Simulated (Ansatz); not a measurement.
**A computed series for BaTiO3: pressure series**

Base system: BaTiO3 (space group P4mm, No. 99).

```
CELL_PARAMETERS angstrom
      3.97275     0.00000     0.00000
      0.00000     3.97275     0.00000
      0.00000     0.00000     4.11229
ATOMIC_POSITIONS crystal
  Ti 0.50000 0.50000 0.45228
  Ba 0.00000 0.00000 0.93419
  O  0.50000 0.50000 0.89527
  O  0.50000 0.00000 0.41213
  O  0.00000 0.50000 0.41213
```

Cell and atoms are relaxed at each pressure.

The values are results of r2SCAN/PAW in Ansatz (a quantum-chemistry and plane-wave program), no SOC, earlier PAW set, not measurements.

Computed cases, in order: pressure −2 GPa; pressure −1 GPa; 0 GPa (base); pressure 3 GPa; pressure 7 GPa; pressure 15 GPa; pressure 30 GPa; pressure 50 GPa; pressure 75 GPa; pressure 100 GPa.

Between which two neighbouring cases does the gap turn between direct and indirect?

Between pressure 15 GPa (2.36 eV, indirect, R → Γ) and pressure 30 GPa (2.41 eV, direct at Γ). The whole series: pressure −2 GPa: 2.22 eV, indirect, A → Γ; pressure −1 GPa: 2.23 eV, indirect, A → Γ; 0 GPa (base): 2.23 eV, indirect, A → Γ; pressure 3 GPa: 2.26 eV, indirect, A → Γ; pressure 7 GPa: 2.29 eV, indirect, A → Γ; pressure 15 GPa: 2.36 eV, indirect, R → Γ; pressure 30 GPa: 2.41 eV, direct at Γ; pressure 50 GPa: 2.43 eV, direct at Γ; pressure 75 GPa: 2.43 eV, direct at Γ; pressure 100 GPa: 2.39 eV, direct at Γ.

Load acts through the strain it causes; cell and atoms are relaxed under it. Whether these cells are dynamically stable was not tested. No other phases were tried under pressure. All final runs are without spin polarisation. Along this pressure series the structure jumps between pressure 7 GPa and pressure 15 GPa; cells beyond that are another form of it. Labels are those of the standard path for the cell's own space group.
